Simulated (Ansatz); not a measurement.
**Ca(OH)2, pressure series**

Start from Ca(OH)$_{2}$ (space group P-3m1, No. 164; a = 3.561 Å, c = 4.768 Å; layered).

Cell and atoms are relaxed at each pressure.

Computed with PBEsol (Ansatz, an electronic-structure program; PAW; 420 eV plane waves; spin-orbit coupling left out).

Candidates:
(a) pressure 7.5 GPa
(b) pressure 0.7 GPa
(c) pressure 3 GPa
(d) pressure 0.3 GPa
(e) pressure −1 GPa

Base values:

| Quantity | Value |
|---|---|
| Band gap | 4.19 eV |

Task: Order them by band gap, highest first.

Result: (a) pressure 7.5 GPa (4.75 eV), (c) pressure 3 GPa (4.46 eV), (b) pressure 0.7 GPa (4.26 eV), (d) pressure 0.3 GPa (4.22 eV), (e) pressure −1 GPa (4.07 eV)

Load acts through the strain it causes; cell and atoms are relaxed under it. Whether these cells are dynamically stable was not tested. Competing high-pressure phases were not computed. No dispersion term is included in the PBEsol runs.
